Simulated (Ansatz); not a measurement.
LaWN₃ (R3c), PBEsol with spin-orbit coupling, rigid bands (Ansatz, a first-principles code). Condition of this run: spin-orbit coupling switched on. Band gap 0.93 eV, N_c = 1.02e20 cm⁻³ and N_v = 1.66e20 cm⁻³ at 300 K, conductivity masses along z (a = (2.82, 1.63, 4.58) Å; b = (-2.82, 1.63, 4.58) Å; c = (0.00, -3.26, 4.58) Å) of 0.954 mₑ (electrons) and 1.49 mₑ (holes). Take k_BT = 0.02585 eV.

Question: Find the intrinsic carrier density and the intrinsic Fermi level.

Answer: n_i = √(N_c N_v) exp(−E_g/2k_BT) = 1.30e20 × exp(−17.99) = 2.0e12 cm⁻³. The level lies (k_BT/2) ln(N_v/N_c) = 6 meV from mid-gap (positive towards the conduction band). Each 0.1 eV added to the gap lowers n_i by a factor of 6.9.

Question: A film of it is 5 nm thick, with its normal along the direction named. Estimate the confinement energies in an infinite well.

Answer: ħ²π²/(2m t²) = 0.376 eV·nm²/(m/mₑ × t²) gives 15.8 meV for electrons and 10.1 meV for holes, so the gap would widen to about 0.96 eV. Finite barriers and nonparabolic bands lower this, and with several valleys or bands the heaviest mass along the normal sets the lowest level, not this average.

Question: What built-in voltage has an abrupt junction with N_A = 1e16 and N_D = 1e17 cm⁻³, all dopants ionised?

Answer: V_bi = E_g/e − (k_BT/e) ln(N_c N_v/(N_A N_D)) = 0.93 − 0.02585 × 16.64 = 0.50 V, for the computed gap.

Rigid bands with the computed gap; masses take one relaxation time for all states.

Computed structure with no diffraction record at hand here (it may be known, metastable or hypothetical): LaWN3 (R3c).
